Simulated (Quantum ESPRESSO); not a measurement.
**Convergence study of the k-point mesh for Nb (Im-3m, 1 atom in the cell)**

```xyz
1
Lattice="-1.6583 1.6583 1.6583 1.6583 -1.6583 1.6583 1.6583 1.6583 -1.6583" Properties=species:S:1:pos:R:3 pbc="T T T"
Nb     0.0000     0.0000     0.0000
```

Computed with PBE, PSlibrary ultrasoft (PBE) pseudopotentials (plane waves; Quantum ESPRESSO 7.5).

Base settings: ecutwfc = 55 Ry; ecutrho = 330 Ry; occupations = smearing; smearing = fermi-dirac; degauss = 0.0073499 Ry; potentials = {Nb: Nb.pbe-spn-rrkjus_psl.1.0.0.UPF}; K_POINTS = automatic 14 14 14 0 0 0; conv_thr = 1e-09 Ry; mixing_beta = 0.3.

The second cell is the first with its lattice scaled by 0.98.

Only quantities that move along the ladder and can be compared are tabulated.

The count of work is k-points × plane waves × bands × iterations; it is no time. 

The starting cell has typed, rounded lattice constants, without a prior relaxation at this level. Its lattice was rescaled by up to half a per cent. Spin polarisation is off.

```tsv
K_POINTS	free energy less the last step's (meV/atom)	energy of the compressed cell less the first (meV/atom)	pressure (GPa)	count of work / last
automatic 2 2 2 0 0 0	-1057.91	-117.10	-22.65	0.0020
automatic 3 3 3 0 0 0	-130.48	23.33	-2.64	0.0014
automatic 4 4 4 0 0 0	-29.89	62.04	1.56	0.0040
automatic 5 5 5 0 0 0	44.25	27.95	-2.34	0.0036
automatic 6 6 6 0 0 0	20.61	14.70	-3.86	0.0051
automatic 7 7 7 0 0 0	9.40	35.00	-1.23	0.0072
automatic 8 8 8 0 0 0	-23.50	36.51	-1.49	0.012
automatic 9 9 9 0 0 0	-6.19	31.56	-2.02	0.014
automatic 10 10 10 0 0 0	17.66	34.17	-1.36	0.019
automatic 11 11 11 0 0 0	4.63	36.75	-1.25	0.025
automatic 12 12 12 0 0 0	-7.06	32.22	-1.98	0.029
automatic 13 13 13 0 0 0	-2.63	30.95	-1.99	0.034
automatic 14 14 14 0 0 0	2.22	34.81	-1.44	0.047
automatic 15 15 15 0 0 0	0.94	34.95	-1.52	0.049
automatic 16 16 16 0 0 0	-0.25	32.53	-1.82	0.066
automatic 18 18 18 0 0 0	-0.35	33.97	-1.61	0.079
automatic 20 20 20 0 0 0	0.45	33.08	-1.72	0.12
automatic 22 22 22 0 0 0	-0.24	33.55	-1.68	0.13
automatic 24 24 24 0 0 0	0.14	33.30	-1.68	0.19
automatic 27 27 27 0 0 0	-0.02	33.20	-1.71	0.23
automatic 30 30 30 0 0 0	0.02	33.38	-1.70	0.31
automatic 33 33 33 0 0 0	-0.03	33.41	-1.69	0.39
automatic 37 37 37 0 0 0	-0.02	33.39	-1.69	0.54
automatic 41 41 41 0 0 0	0.00	33.39	-1.69	0.72
automatic 46 46 46 0 0 0	0.00	33.39	-1.69	1.0
```

Coarsest K_POINTS that holds the energy of the compressed cell less the first within 0.5 meV/atom of the last step, with all finer ones: automatic 20 20 20 0 0 0, at 0.12 of the last step's count of work; the step before is off by 0.58 meV/atom.

Coarsest K_POINTS that holds the pressure within 0.1 GPa of the last step, with all finer ones: automatic 18 18 18 0 0 0, at 0.079 of the last step's count of work; the step before is off by 0.13 GPa.

Coarsest K_POINTS that holds the free energy within 0.5 meV/atom of the last step, with all finer ones: automatic 16 16 16 0 0 0, at 0.066 of the last step's count of work; the step before is off by 0.94 meV/atom.

Two neighbours can agree and both be off: automatic 14 14 14 0 0 0 and automatic 15 15 15 0 0 0 differ by 0.14 meV/atom in the energy of the compressed cell less the first, yet lie about 1.6 meV/atom from the last step.
